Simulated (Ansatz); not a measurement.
Base system: WSe₂ (space group P6_3/mmc, No. 194; layered, stacked along the Cartesian z axis).

```
WSe2
1.0
    3.27904     0.00000     0.00000
   -1.63952     2.83973     0.00000
    0.00000     0.00000    12.78623
W Se
2 4
Cartesian
  1.63952   0.94658   9.58967
  0.00000   1.89315   3.19656
  1.63952   0.94658   4.88082
  0.00000   1.89315  11.27393
  0.00000   1.89315   7.90542
  1.63952   0.94658   1.51230
```

Cartesian axes are those of the cell as printed.

The values are results of PBE-D3(BJ) in Ansatz (plane waves to 420 eV, PAW, scalar-relativistic without spin-orbit coupling), not measurements.

For the base:

| Quantity | Value |
|---|---|
| Valence-band top at Γ | 0.00, -0.96, -1.20 eV |
| Band gap | 0.87 eV |
| Hole mass | 1.3 mₑ along c, 0.70 mₑ across (at Γ) |

The change: the cell is compressed by 0.60 % along z with no lateral relaxation; the atoms relax in the strained cell.

### Question
Estimate the effect on the stress.

### Answer
The stress (xx, yy, zz, yz, xz, xy; compression positive) comes out as (0.09, 0.09, 0.44, 0.00, 0.00, 0.00) GPa.

### Question
Estimate the effect on the valence-band top at Γ.

### Answer
The valence-band top at Γ (three highest levels, from the VBM) goes from 0.00, -0.96, -1.20 eV to 0.00, -0.92, -1.22 eV.

### Question
How does this affect the band gap?

### Answer
The band gap shrinks by 0.03 eV, from 0.87 eV to 0.84 eV.

### Question
What does the calculation give for the hole mass after the change?

### Answer
The hole mass becomes 1.4 mₑ along z, 0.67 mₑ across (at Γ) (base: 1.3 mₑ along c, 0.70 mₑ across (at Γ)).

Spin-orbit coupling, missing from the scalar runs, can matter with W. Masses are band curvatures over ±0.01 Å⁻¹ around the edge. Whether these cells are dynamically stable was not tested.

Ansatz is an electronic-structure program.
